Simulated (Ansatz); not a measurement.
We consider SrCuO2 (Cmcm, No. 63), described by PBEsol in Ansatz (plane waves, PAW).

Numerical settings: plane-wave cutoff 520 eV, 16×16×14 k mesh (along the axes of the cell as run), Fermi–Dirac smearing 0.05 eV, no spin polarisation, scalar-relativistic PAW data made under PBE.

Shape and atoms are relaxed at each volume.

Pressure at four volumes; x = ln(V/14.019 Å³). One pressure is withheld.

```csv
V (Å³/atom),x,P (GPa)
13.458,-0.0408,3.91
14.019,0.0000,-0.01
14.299,0.0198,-1.68
14.579,0.0392,?
```

Pass a parabola P(x) through the three rows shown, estimate the bulk modulus and its pressure derivative near zero pressure, and predict the withheld pressure.

Slopes between the rows: (-0.01 − (3.91))/(0.0000 − (-0.0408)) = -96.08 and (-1.68 − (-0.01))/(0.0198 − (0.0000)) = -84.34 GPa. Their difference over the span 0.0606 is c = 11.74/0.0606 = 193.7 GPa, so P(x) = 3.91 + (-96.08)(x − (-0.0408)) + 193.7 (x − (-0.0408))(x − (0.0000)). At the middle row B = −dP/dx = −[-96.08 + 193.7 × 0.0408] = 88.2 GPa, and B′ = dB/dP = 2c/B = 4.4. At x = 0.0392 the parabola gives -3.17 GPa; the run gives -3.18 GPa. The Birch–Murnaghan fit to the energies at all volumes has B0 = 88.0 GPa and B′ = 4.3.

Note: the run has no spin polarisation, so it can have missed a magnetic state; the magnetic order was assumed, not searched for or taken from measurement; the bulk modulus comes from volumes at which shape and atoms were relaxed; functionals without U or exact exchange can leave correlated insulators metallic, so the missing gap need not be real.

Ansatz is a program for electronic structure.
